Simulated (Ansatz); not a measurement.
**What strain tensor (xx, yy, zz, yz, xz, xy) = (+1.62, −0.72, +0.35, +0.04, +0.12, +0.09) % does to V3Si**

Consider V₃Si in the A15 (Cr3Si type) structure (space group Pm-3n, No. 223; a = 4.650 Å). Axes: x, y, z lie along the cube axes.

Now apply this change: the symmetric strain tensor [0.0162 0.0009 0.0012; 0.0009 -0.0072 0.0004; 0.0012 0.0004 0.0035]; the atoms relax in the strained cell.

All numbers come from PBEsol/PAW in Ansatz (an electronic-structure program), no spin-orbit coupling. Settings: 10×10×10 k-points, 0.05 eV Fermi–Dirac smearing.

The volume per atom goes up by 0.16 Å³ (12.56 Å³ → 12.72 Å³) and the space group becomes P-1 (No. 2) (base: Pm-3n (No. 223)). The shortest interatomic distance shrinks by 0.056 Å, from 2.325 Å to 2.269 Å and the energy grows by 1.9 meV/atom. The pressure (mean of the normal stresses, compression positive) goes from zero to -2.5 GPa and the band gap stays zero. The largest internal atomic displacement is 0.030 Å and the stress (xx, yy, zz, yz, xz, xy; compression positive) comes out as (-3.3, -1.3, -2.8, 0.0, -0.2, -0.1) GPa (rough).

Without a gap, meshes like the base's 10×10×10 leave anisotropic stresses uncertain by several tenths of a GPa, and small strain energies with them. Stability against distortions was not tested. Starting moments died away, wholly or in part, for the base; another magnetic solution may exist. The final runs are not spin-polarised.
